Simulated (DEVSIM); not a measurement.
Structure: abrupt Ge n-p junction, at 350 K.

```tsv
layer (left to right)	material	thickness (μm)	Nd (cm⁻³)	Na (cm⁻³)	τn (s)	τp (s)
1	Ge	62.0	4.5e15	-	9.7e-7	9.7e-7
2	Ge	1.70	-	2.7e15	9.7e-7	9.7e-7
```

Left contact: ohmic. Right contact: ohmic. Voltage is applied to the left contact. Recombination: SRH at mid-gap, radiative, Auger. Mobility is μmin + (μ − μmin)/(1 + (N/Nref)^α).

This is a model device: material constants are rounded textbook-type values typed into the input, and sizes, dopings and lifetimes were drawn at random. Values at 300 K; Nc and Nv go as T^1.5, mobilities as T to minus their exponent, the gap by Varshni's rule with the affinity fixed.

```
parameter               Ge
----------------  --------
gap (eV)             0.664
affinity (eV)            4
permittivity            16
Nc (cm⁻³)          1.04e19
Nv (cm⁻³)             6e18
μn (cm²/Vs)           3900
μp (cm²/Vs)           1900
μn,min                 150
μp,min                 100
Nref,n              2.6e17
Nref,p                4e17
αn                    0.56
αp                     0.6
T exponent of μn      1.66
T exponent of μp      2.33
B (cm³/s)          6.4e-14
Cn (cm⁶/s)           1e-31
Cp (cm⁶/s)           1e-31
Varshni α (eV/K)  0.000477
Varshni β (K)          235
```

DEVSIM, 1D drift-diffusion, Boltzmann statistics, complete ionisation; no tunnelling, impact ionisation, image-force lowering or self-heating.

The thickness of layer 2 was swept, all else fixed.

```tsv
thickness of layer 2 (μm)	dark forward voltage at 100 A/cm² (V)
0.34	0.373
0.59	0.385
1	0.391
1.7	0.391
2.9	0.388
5.1	0.384
8.5	0.382
```

From the first row to the last the dark forward voltage at 100 A/cm² goes from 0.373 to 0.382.
